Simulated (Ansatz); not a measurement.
Base system: BeSe in the zinc blende structure (space group F-43m, No. 216; a = 5.178 Å).

All numbers come from PBE (Ansatz, a quantum-chemistry and plane-wave program), no SOC.

Base values:

- Electron mass: 0.90 mₑ along k, 0.27 mₑ across (at X)
- Band gap: 2.67 eV

Modification: full substitution Se → S, then cell and atoms are relaxed.

**Question.** How does this affect the electron mass?

**Answer.** The electron mass changes from 0.90 mₑ along k, 0.27 mₑ across (at X) to 0.84 mₑ along k, 0.29 mₑ across (at X).

**Question.** How does this affect the band gap?

**Answer.** The band gap goes up by 0.471 eV to 3.15 eV.

Effective masses come from finite differences of ±0.01 Å⁻¹. Along k means along the line from Γ to the band edge. No phonon test of stability was made.
